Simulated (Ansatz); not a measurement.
Results of LDA (Ansatz, a first-principles code, PAW) for Mg3PN (model structure, started from the cubic perovskite type, Pm-3m, No. 221, 5 atoms in the cell).

Run with plane-wave cutoff 520 eV, 8×8×8 k mesh, Fermi–Dirac smearing 0.01 eV, scalar-relativistic PAW data made under PBE.

The cell is the one relaxed with PBEsol. Conventional cell: a = 4.1522 Å, b = 4.1522 Å, c = 4.1522 Å, α = 90.00°, β = 90.00°, γ = 90.00°.

```xyz
5
Lattice="4.1522 0.0000 0.0000 0.0000 4.1522 0.0000 0.0000 0.0000 4.1522" Properties=species:S:1:pos:R:3 pbc="T T T"
P      0.0000     0.0000     0.0000
N      2.0761     2.0761     2.0761
Mg     0.0000     2.0761     2.0761
Mg     2.0761     2.0761     0.0000
Mg     2.0761     0.0000     2.0761
```

List the 11 lowest band energies at Γ above −25 eV (eV, relative to the valence band maximum), grouping those that round alike.

At Γ: -13.76, -9.50, -3.51 (×3), 0.00 (×3), 1.69 (×2), 1.89.

Note: the relaxation could raise the start's symmetry but not lower it, so the cell can be a saddle point; cell and atoms aren't relaxed at this level (pressure -3.2 GPa).

A model structure was made by putting elements into a prototype or built by hand; it is no filed structure, need not be a known phase, and can be a saddle point held by its symmetry.
